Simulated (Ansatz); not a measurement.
System: Ga2S3 (model structure, started from the beta Ga2O3 type, C2/m, No. 12, 10 atoms in the cell). Method: LDA in Ansatz (plane waves, PAW).

Excerpt of the program's output:

```
Crystal: 10 atoms, lattice volume = 186.024 Å³
Basis set: ecut = 520 eV, 5037 PW (Γ), FFT grids on a1−a2, a2, a3, exchange–correlation on 54×120×108 points (8 copies of the dense FFT grid, shifted against one another)
Bands: 54, of which v1, the nominal top of the filled ones, is band 44 counted from 1 (43 counted from 0)
Symmetry: 4 space group operations
Space group: C2/m (ITA 12), of the structure as read, at distance tolerance 5.7e-5 Å
k-points: 172 of 600
Functional: x = slater, c = lda
SCF iter   1: F=—  HF=-20051.160551 eV  |F-HF|=—  |Δ(HF+E_count)|=         —  Δρ=6.95e-3  dr2=8.33e-2
SCF iter   2: F=—  HF=-20051.138333 eV  |F-HF|=—  |Δ(HF+E_count)|=   2.22e-2  Δρ=3.29e-3  dr2=1.79e-2
  ...
SCF iter   9: F=—  HF=-20051.132914 eV  |F-HF|=—  |Δ(HF+E_count)|=   2.24e-9  Δρ=9.99e-7  dr2=2.02e-9
SCF iter  10: F=-20051.132914 eV  HF=-20051.132914 eV  |F-HF|=5.46e-11  |Δ(HF+E_count)|=  4.11e-10  Δρ=2.52e-7  dr2=1.53e-10
SCF 1 converged in 10 iterations: F = -20051.132914 eV  dr2 = 1.53e-10
SCF converged after 10 iterations
Free energy (F): -20051.132914 eV
Internal energy: -20051.132914 eV  (E = F + TS)
E sigma→0 (E₀):  -20051.132914 eV
Fermi energy:    7.608649 eV
--- Forces (eV/Å), atoms counted from 1 ---
  atom   1  Ga    -0.00248876     0.00000000    -0.00198587
  atom   2  Ga     0.00248876    -0.00000000     0.00198587
  atom   3  Ga    -0.00097074     0.00000000     0.00014634
  atom   4  Ga     0.00097074    -0.00000000    -0.00014634
  atom   5  S     -0.00032983    -0.00000000     0.00075176
  atom   6  S      0.00032983     0.00000000    -0.00075176
  atom   7  S      0.00049354     0.00000000    -0.00099627
  atom   8  S     -0.00049354    -0.00000000     0.00099627
  atom   9  S     -0.00077552     0.00000000     0.00028598
  atom  10  S      0.00077552    -0.00000000    -0.00028598
--- Stress (GPa, compression-positive) ---
       -0.004096       0.000000       0.005546
        0.000000      -0.003530       0.000000
        0.005546       0.000000       0.007708
  P = ⅓ Tr σ = 0.0000 GPa (0.000 kbar)
```

### Question
Write an input file that could have produced this run (the log leaves some choices open).

### Answer
Several could match; the one computed here: 
Ansatz 0.2 input:
```yaml
crystal:
  lattice:
    - [7.6514217049, -1.8013404553, 0.1174692597]
    - [7.6514217049, 1.8013404553, 0.1174692597]
    - [-1.6281744128, 0.0, 6.723415151]
  atoms:
    - { symbol: Ga, position: [0.0875558541, 0.0875558541, 0.8033060017] }
    - { symbol: Ga, position: [0.9124441459, 0.9124441459, 0.1966939983] }
    - { symbol: Ga, position: [0.6622565099, 0.6622565099, 0.3131023255] }
    - { symbol: Ga, position: [0.3377434901, 0.3377434901, 0.6868976745] }
    - { symbol: S, position: [0.1827837224, 0.1827837224, 0.1034381155] }
    - { symbol: S, position: [0.8172162776, 0.8172162776, 0.8965618845] }
    - { symbol: S, position: [0.1711472173, 0.1711472173, 0.5619761999] }
    - { symbol: S, position: [0.8288527827, 0.8288527827, 0.4380238001] }
    - { symbol: S, position: [0.5003754706, 0.5003754706, 0.2526668886] }
    - { symbol: S, position: [0.4996245294, 0.4996245294, 0.7473331114] }
basis:
  ecutwfc: 520
  ecutrho_ratio: 4
  xc_grid: 2
kpoints:
  mp_grid: { grid: [10, 10, 6] }
  band_path:
    path:
      - [0.0, 0.0, 0.0]
      - [-0.029396, 0.029396, 0.0]
      - [-0.058791, 0.058791, 0.0]
      - [-0.088187, 0.088187, 0.0]
      - [-0.117582, 0.117582, 0.0]
      - [-0.146978, 0.146978, 0.0]
      - [-0.176374, 0.176374, 0.0]
      - [-0.205769, 0.205769, 0.0]
      - [-0.235165, 0.235165, 0.0]
      - [-0.26456, 0.26456, 0.0]
      - [-0.73544, -0.26456, 0.0]
      - [-0.70601, -0.29399, 0.0]
      - [-0.67658, -0.32342, 0.0]
      - [-0.64715, -0.35285, 0.0]
      - [-0.61772, -0.38228, 0.0]
      - [-0.58829, -0.41171, 0.0]
      - [-0.55886, -0.44114, 0.0]
      - [-0.52943, -0.47057, 0.0]
      - [-0.5, -0.5, 0.0]
      - [-0.333333, -0.333333, 0.0]
      - [-0.166667, -0.166667, 0.0]
      - [-0.1, -0.1, 0.1]
      - [-0.2, -0.2, 0.2]
      - [-0.3, -0.3, 0.3]
      - [-0.4, -0.4, 0.4]
      - [-0.5, -0.5, 0.5]
      - [-0.530317, -0.469683, 0.5]
      - [-0.560635, -0.439365, 0.5]
      - [-0.590952, -0.409048, 0.5]
      - [-0.62127, -0.37873, 0.5]
      - [-0.651587, -0.348413, 0.5]
      - [-0.681905, -0.318095, 0.5]
      - [-0.712222, -0.287778, 0.5]
      - [-0.74254, -0.25746, 0.5]
      - [-0.25746, 0.25746, 0.5]
      - [-0.225278, 0.225278, 0.5]
      - [-0.193095, 0.193095, 0.5]
      - [-0.160913, 0.160913, 0.5]
      - [-0.12873, 0.12873, 0.5]
      - [-0.096548, 0.096548, 0.5]
      - [-0.064365, 0.064365, 0.5]
      - [-0.032183, 0.032183, 0.5]
      - [0.0, 0.0, 0.5]
      - [0.0, 0.0, 0.375]
      - [0.0, 0.0, 0.25]
      - [0.0, 0.0, 0.125]
      - [-0.5, 0.0, 0.5]
      - [-0.444444, 0.0, 0.444444]
      - [-0.388889, 0.0, 0.388889]
      - [-0.333333, 0.0, 0.333333]
      - [-0.277778, 0.0, 0.277778]
      - [-0.222222, 0.0, 0.222222]
      - [-0.166667, 0.0, 0.166667]
      - [-0.111111, 0.0, 0.111111]
      - [-0.055556, 0.0, 0.055556]
      - [-0.0625, 0.0, 0.0]
      - [-0.125, 0.0, 0.0]
      - [-0.1875, 0.0, 0.0]
      - [-0.25, 0.0, 0.0]
      - [-0.3125, 0.0, 0.0]
      - [-0.375, 0.0, 0.0]
      - [-0.4375, 0.0, 0.0]
      - [-0.5, 0.0, 0.0]
    npoints: 1
hamiltonian:
  xc: lda
  dispersion: none
  pseudopotentials: { kind: paw }
scf:
  occupations: { method: fermi_dirac, width: 0.01 }
  convergence: { dr2_threshold: 0.000000001 }
output:
  forces: true
  stress: true
  eigenvalues: true
  write_bands: true
```

The PAW data were made under PBE.

Note: the relaxation could raise the start's symmetry but not lower it, so the cell can be a saddle point.

Cost on a shared machine: around 2.5 core-minutes (rough).

A model structure was made by putting elements into a prototype or built by hand; it is no filed structure, need not be a known phase, and can be a saddle point held by its symmetry.

Ansatz is a quantum-chemistry and plane-wave program.
